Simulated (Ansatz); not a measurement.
## Cs2AgBiBr6 (space group Fm-3m, No. 225)

Cs2AgBiBr6 has the cubic space group Fm-3m (No. 225), Pearson symbol cF40. Conventional cell: a = 11.1874 Å, b = 11.1874 Å, c = 11.1874 Å, α = 90.00°, β = 90.00°, γ = 90.00°. Bi on 4a has 6 Br at 2.841 Å (octahedral). Ag on 4b is coordinated by 6 Br at 2.753 Å (octahedral). Cs on 8c is surrounded by 12 Br at 3.956 Å (cuboctahedral). Br on 24e has 1 Ag at 2.753 Å and 1 Bi at 2.841 Å and 4 Cs at 3.956 Å (octahedral). (Neighbours: up to the widest gap in distance over summed covalent radii, below 1.35, at either atom; cation-cation and far metal-metal contacts left out.)
(The calculation used a cell of 10 atoms; values per cell refer to that cell.)

Level of theory: Ansatz (an electronic-structure program), PBEsol, PAW, cutoff 420 eV, no SOC. Γ-centred 5×5×5 mesh, Fermi–Dirac width 0.05 eV.

- Volume per atom: 35.00 Å³
- Density: 5.04 g/cm³
- Band gap: 1.10 eV, indirect, X → L
- Electron mass: 0.36 mₑ along k, 0.25 mₑ across
- Hole mass: 0.17 mₑ along k, 0.69 mₑ across
- Total energy: -4736.591 eV/atom (σ→0; compares only within this code and set-up)

With Bi present, leaving out spin-orbit coupling can change the band edges. Masses are band curvatures over ±0.01 Å⁻¹ around the edge. Along k means along the line from Γ to the band edge. Whether these cells are dynamically stable was not tested.
